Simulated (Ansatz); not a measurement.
What biaxial strain +1.20 %, plane normal [001], relaxed out of plane does to MoS2

Base system: MoS$_{2}$ (space group P6_3/mmc, No. 194; a = 3.149 Å, c = 12.089 Å; layered, stacked along the Cartesian z axis). Axes: x lies along a and z along c of the hexagonal cell.

The change: biaxial strain +1.20 %, plane normal [001], relaxed out of plane (Cartesian); in-plane vectors clamped, the third vector and the atoms free.

The values are results of PBE-D3(BJ)/PAW in Ansatz (a program for electronic structure), without spin-orbit coupling, not measurements. Γ-centred 12×12×3 mesh, Fermi–Dirac width 0.05 eV.

The volume per atom goes up by 0.348 Å³ to 17.65 Å³ and the shortest interatomic distance grows by 0.008 Å to 2.408 Å. The band gap decreases by 0.029 eV, from 0.77 eV to 0.75 eV and the smallest direct gap shrinks by 0.13 eV, from 1.70 eV to 1.57 eV. The width of the top valence band goes up by 0.03 eV (1.69 eV → 1.72 eV) and the valence-band top at Γ (three highest levels, from the VBM) goes from 0.00, -1.11, -1.29 eV to 0.00, -1.07, -1.20 eV. The out-of-plane strain amounts to -0.40 % and the ratio −ε⊥/ε∥ comes out as 0.33. The mean in-plane stress (compression positive) is -3.3 GPa.

Whether these cells are dynamically stable was not tested.
